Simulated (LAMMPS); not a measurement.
An MD run on CdSe (zinc blende), 216 atoms, at 100 K and 0 GPa, heated as the crystal.

Method: classical MD, pair style bop, file CdTeSe.bop.table (LAMMPS).

Starting crystal:

Space group F-43m (No. 216); a = b = c = 6.050 Å, α = β = γ = 90.00°

```csv
atom,site,symmetry,x,y,z
Cd,4a,-43m,0.0000,0.0000,0.0000
Se,4d,-43m,0.7500,0.7500,0.7500
```

Task: Estimate the state found, the coordination number of Se by Cd, the most common Se-Cd-Se angle, the mean frequency of the velocity spectrum, the most common Cd-Se-Cd angle for this model.

Result: state found: crystal; no diffusion seen in 15 ps; coordination number of Se by Cd: 4.00 (counted to 3.54 Å); most common Se-Cd-Se angle: in the 3° bin centred on 109.5° (mean of all 109°); mean frequency of the velocity spectrum: 4.5 THz; most common Cd-Se-Cd angle: in the 3° bin centred on 109.5° (mean of all 109°).

Caution: in nature this polymorph isn't the stable one over the whole range of temperature at this pressure, and short runs keep a crystal in its starting form.
